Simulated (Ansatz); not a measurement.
**Formation energies halides**

Each is the energy of the compound less that of its elements in their usual solids (graphite, black P, α-B, solid Br, I and Hg) or diatomic gases, per atom. Values in eV/atom.

All numbers come from Ansatz (a quantum-chemistry and plane-wave program), plane waves with PAW, its PAW set soft_1, cutoff 420 eV, 500 eV for r2SCAN. The structures are at rest with PBE; other levels are single points on them. HSE06 runs on coarser k-point meshes, mended by the PBE difference between the two meshes. Some cells are metallic or hold partly filled levels, where a hybrid on a coarse mesh is less sure. Neutral cells; Fermi-Dirac smearing of at most 0.10 eV in the solids, energies taken to zero width. The lattices are those relaxed with PBE, so at other levels the solids can be strained, which adds to the spread. A dispersion term (D3(BJ), or D4 for r2SCAN) was computed beside these levels and is taken off wherever the name lacks it. Space groups of crystals are read within 0.01 Å. Static lattices, no vibrational contributions.

```tsv
system	PBE	r2SCAN	HSE06	PBEsol	RPBE
LiCl (rock salt)	-1.85	-2.07	-1.95	-1.88	-1.76
KCl (rock salt)	-2.00	-2.24	-2.09	-2.00	-1.94
NaCl (rock salt)	-1.85	-2.10	-1.94	-1.85	-1.79
AgCl (rock salt)	-0.45	-0.64	-0.60	-0.41	-0.41
```

Shifts between the levels in this table:
- r2SCAN less PBE: mean -0.22, median -0.23, from -0.25 to -0.19 eV/atom.
- HSE06 less PBE: mean -0.11, median -0.09, from -0.15 to -0.09 eV/atom.
- PBEsol less PBE: mean 0.00, median 0.00, from -0.03 to 0.04 eV/atom.
- RPBE less PBE: mean 0.06, median 0.06, from 0.04 to 0.09 eV/atom.

The four rows are a draw from the systems computed at all these levels, not a survey.
